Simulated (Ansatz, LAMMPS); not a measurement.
Ge well of 16 atomic layers along [001] in random Si0.3Ge0.7, interfaces one step of a layer. Cell 17.02 × 17.02 × 57.48 Å, Si110Ge610, 720 atoms. Prepared with Tersoff's 1989 multicomponent potential (SiCGe.tersoff) (LAMMPS): minimisation. 

Basis: localised support functions (accuracy medium) on a full density matrix. k-points: zone centre alone; occupations: Fermi-Dirac, 0.010 eV; spin polarisation not allowed. Scalar-relativistic, no spin-orbit coupling.

Problem. Give the gap and bonding at the level PBE, support functions at accuracy medium on the grid of 370 eV (Ansatz, a quantum-chemistry and plane-wave program).

Solution. 
- Kohn-Sham gap of the cell on its k-mesh: 0.07 eV
- weight of the highest filled level on the well: 0.80
- weight of the lowest empty level on the well: 0.45
- coordination (neighbours within 2.964 Å): 100.0 % 4-fold
- Ge-Ge bonds, mean ± spread: 2.482 ± 0.005 Å
- Ge-Si bonds, mean ± spread: 2.436 ± 0.007 Å
- Si-Si bonds, mean ± spread: 2.388 ± 0.007 Å
- bond angles, mean ± spread: 109.5° ± 1.1°
- pressure: 0.40 GPa
